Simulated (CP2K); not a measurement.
Band structure of Sr (P6_3/mmc, 2 atoms in the cell).

```
Sr
1.0
    4.25862     0.00000     0.00000
   -2.12931     3.68807     0.00000
    0.00000     0.00000     6.97482
Sr
2
Direct
  0.33333   0.66667   0.25000
  0.66667   0.33333   0.75000
```

Level of theory: PBEsol, GPW, DZVP-MOLOPT-SR-GTH basis, GTH-PBE potentials (GTH_POTENTIALS) in CP2K 2026.2.

Settings: CUTOFF = 500 Ry; REL_CUTOFF = 40 Ry; SMEAR/METHOD = GAUSSIAN; SIGMA = 0.272 eV; KPOINTS/SCHEME = MONKHORST-PACK 12 12 7; GAMMA_CENTERED = T; XC_FUNCTIONAL = PBE:PBESOL; Sr/BASIS_SET = DZVP-MOLOPT-SR-GTH; Sr/POTENTIAL = GTH-PBE-q10; METHOD = GPW; EPS_DEFAULT = 1e-10; EXTRAPOLATION = USE_GUESS; NGRIDS = 5; SCF_GUESS = ATOMIC.

The starting cell comes from a database of computed structures (which also holds hypothetical and non-ambient phases and stackings), without a prior relaxation at this level. Its lattice was rescaled by a random factor within 2.5 % of one. Values carry the incompleteness of an atom-centred basis. The potentials were made for another functional than the one used.

Levels in eV from the Fermi level, bands 7 to 12:
```json
[
 {"point": "Γ", "7": "-18.41", "8": "-18.41", "9": "-3.79", "10": "-1.16", "11": "-0.03", "12": "2.81"},
 {"point": "M", "7": "-18.45", "8": "-18.44", "9": "-1.16", "10": "-0.58", "11": "0.16", "12": "0.56"},
 {"point": "K", "7": "-18.48", "8": "-18.48", "9": "-0.30", "10": "-0.30", "11": "-0.18", "12": "0.91"},
 {"point": "A", "7": "-18.43", "8": "-18.43", "9": "-2.83", "10": "-2.83", "11": "1.50", "12": "1.50"},
 {"point": "L", "7": "-18.46", "8": "-18.46", "9": "-0.77", "10": "-0.77", "11": "0.23", "12": "0.23"},
 {"point": "H", "7": "-18.45", "8": "-18.45", "9": "0.12", "10": "0.12", "11": "0.41", "12": "0.41"}
]
```

Bands cross the Fermi level along this path, so the cell is metallic at this level.

Higher empty bands are left out: an atom-centred basis made for the valence describes them poorly.
